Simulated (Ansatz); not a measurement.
The decay constant κ of evanescent states in the gap governs leakage through a thin film.

```yaml
crystal:
  lattice:
    - [2.98662, 0.00000, 0.00000]
    - [1.49331, 6.01743, 0.00000]
    - [0.00000, 1.35644, 5.53734]
  atoms:
    - { symbol: Ga, position: [0.34116, 0.31768, 0.68527] }
    - { symbol: Ga, position: [0.65884, 0.68232, 0.31473] }
    - { symbol: Ga, position: [0.90953, 0.18094, 0.20521] }
    - { symbol: Ga, position: [0.09047, 0.81906, 0.79479] }
    - { symbol: O, position: [0.50353, 0.99294, 0.74334] }
    - { symbol: O, position: [0.49647, 0.00706, 0.25666] }
    - { symbol: O, position: [0.82663, 0.34674, 0.43677] }
    - { symbol: O, position: [0.17337, 0.65326, 0.56323] }
    - { symbol: O, position: [0.16450, 0.67100, 0.10915] }
    - { symbol: O, position: [0.83550, 0.32900, 0.89085] }
```

Space group of this cell: C2/m. The cell is strained (all lengths scaled by 0.98); by r2SCAN its mean pressure is 12.8 GPa.

Transport runs along the normal of the first two printed cell vectors.

No gap correction and no spin-orbit coupling; mid-gap values are interpolated between computed energies.

Task: State the band gap and the smallest decay constant κ at mid-gap according to r2SCAN run with Ansatz (a program for electronic structure).

Result: Gap 3.54 eV on a 10×10×6 mesh; κ = 0.257 1/Å, at the zone centre.
